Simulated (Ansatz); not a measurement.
Rock-salt NaH, treated with HSE06 in Ansatz (PAW).

Run with plane-wave cutoff 460 eV, 10×10×10 k mesh, Fermi–Dirac smearing 0.01 eV, scalar-relativistic PAW data made under PBE.

Computed at the level's own relaxed cell.

```
CELL_PARAMETERS angstrom
      0.00000     2.40257     2.40257
      2.40257     0.00000     2.40257
      2.40257     2.40257     0.00000
ATOMIC_POSITIONS crystal
  Na 0.00000 0.00000 0.00000
  H  0.50000 0.50000 0.50000
```

Problem. List the 5 lowest band energies at Γ above −25 eV (eV, relative to the valence band maximum), grouping those that round alike.

Solution. At Γ: -24.30 (×3), -3.99, 12.14.

Note: the run warned that its exchange threshold was loose for the stress.

Ansatz is a program for electronic structure.
